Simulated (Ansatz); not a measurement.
We consider SiO2 (P4₁2₁2, No. 92), described by PBE-D3(BJ) (Ansatz, a program for electronic structure, PAW).

Settings: plane-wave cutoff 520 eV, 8×8×6 k mesh (along the axes of the cell as run), Fermi–Dirac smearing 0.01 eV, scalar-relativistic PAW data made under PBE.

Computed at the level's own relaxed cell.

### Question
What does this level give for the lattice constant a and c axis length?

### Answer

- lattice constant a = 4.942 Å
- c axis length = 6.813 Å

Computed values are for the static lattice.
